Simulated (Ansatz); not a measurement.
How the elastic constant C33 of 1T (CdI2-type) PtTe₂ moves with the method

No measured value is used here.

```csv
level (code),value (GPa),cell (Å³/atom)
LDA (Ansatz),75.6,23.76
PBE (Ansatz),35.0,25.97
PBEsol (Ansatz),66.5,24.27
PBE-D3(BJ) (Ansatz),77.9,24.16
PBE-D4 (Ansatz),78.3,24.16
```

Density-functional levels without +SOC have no spin–orbit coupling. LDA: LDA has no dispersion term either, though it tends to give short spacings of layers, chains or molecules. PBE, PBEsol: the cell comes from a level without a dispersion term, which matters for the spacing of layers, chains or molecules. PBE-D3(BJ), PBE-D4: the dispersion coefficients are held fixed in the derivatives. Each level is taken at its own relaxed cell. Ansatz's density-functional and Hartree–Fock values are scalar-relativistic unless marked +SOC, with PAW data made under PBE.

Ansatz is a first-principles code.
